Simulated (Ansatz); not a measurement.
# LuP in the zinc blende structure (space group F-43m, No. 216; a hypothetical phase, not in the database extracts checked)

Space group F-43m (No. 216); a = b = c = 6.1606 Å, α = β = γ = 90.00°

| atom | site | symmetry | x | y | z |
|---|---|---|---|---|---|
| P | 4c | -43m | 0.2500 | 0.2500 | 0.2500 |
| Lu | 4a | -43m | 0.0000 | 0.0000 | 0.0000 |
(The calculation used a cell of 2 atoms; values per cell refer to that cell.)

Calculations: PBE (Ansatz, a first-principles code, PAW, without spin-orbit coupling). Settings: 9×9×9 k-points, 0.05 eV Fermi–Dirac smearing.

The volume per atom comes out as 29.23 Å³. The density is 5.85 g/cm³, the band gap is 1.69 eV, direct at X and the electron mass is 2.0 mₑ along k, 2.4 mₑ across. The lowest conduction-band minima above the VBM comes out as X along ⟨100⟩ 1.69 eV; Γ 3.04 eV. The total energy is -7745.096 eV/atom (σ→0; compares only within this code and set-up).

Masses are band curvatures over ±0.01 Å⁻¹ around the edge. Along k means along the line from Γ to the band edge. Stability against distortions was not tested.
